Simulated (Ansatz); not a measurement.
Si (model structure, I-43m, No. 217, 23 atoms in the cell), treated with LDA (plane waves, PAW; Ansatz, a program for electronic structure).

Settings: plane-wave cutoff 520 eV, 6×6×6 k mesh, Fermi–Dirac smearing 0.01 eV, scalar-relativistic PAW data made under PBE.

Cell (relaxed with PBEsol):

```cif
data_Si23
_chemical_formula_sum 'Si23'
_space_group_name_H-M_alt 'P 1'
_space_group_IT_number 1
_cell_length_a 8.69589
_cell_length_b 8.69589
_cell_length_c 8.69589
_cell_angle_alpha 109.471
_cell_angle_beta 109.471
_cell_angle_gamma 109.471
loop_
_space_group_symop_operation_xyz
  'x, y, z'
loop_
_atom_site_label
_atom_site_type_symbol
_atom_site_fract_x
_atom_site_fract_y
_atom_site_fract_z
_atom_site_occupancy
Si1 Si 0.00000 0.00000 0.00000 1
Si2 Si 0.27124 0.27124 0.27124 1
Si3 Si 0.00000 0.00000 0.72876 1
Si4 Si 0.00000 0.72876 0.00000 1
Si5 Si 0.72876 0.00000 0.00000 1
Si6 Si 0.50000 0.25000 0.75000 1
Si7 Si 0.50000 0.75000 0.25000 1
Si8 Si 0.75000 0.50000 0.25000 1
Si9 Si 0.25000 0.50000 0.75000 1
Si10 Si 0.25000 0.75000 0.50000 1
Si11 Si 0.75000 0.25000 0.50000 1
Si12 Si 0.44138 0.44138 0.16901 1
Si13 Si 0.27237 0.27237 0.83099 1
Si14 Si 0.72763 0.55862 0.00000 1
Si15 Si 0.55862 0.72763 0.00000 1
Si16 Si 0.16901 0.44138 0.44138 1
Si17 Si 0.83099 0.27237 0.27237 1
Si18 Si 0.00000 0.72763 0.55862 1
Si19 Si 0.00000 0.55862 0.72763 1
Si20 Si 0.44138 0.16901 0.44138 1
Si21 Si 0.27237 0.83099 0.27237 1
Si22 Si 0.55862 0.00000 0.72763 1
Si23 Si 0.72763 0.00000 0.55862 1
```

Task: What does this level give for the band gap, smallest direct gap on the k points sampled and direct gap at Γ?

Result: 
band gap: 1.21 eV (indirect)
smallest direct gap on the k points sampled: 1.31 eV
direct gap at Γ: 1.75 eV

Note: the relaxation could raise the start's symmetry but not lower it, so the cell can be a saddle point; cell and atoms aren't relaxed at this level (pressure -1.5 GPa).

The result took roughly 2.3 core-minutes.

A model structure was made by putting elements into a prototype or built by hand; it is no filed structure, need not be a known phase, and can be a saddle point held by its symmetry.
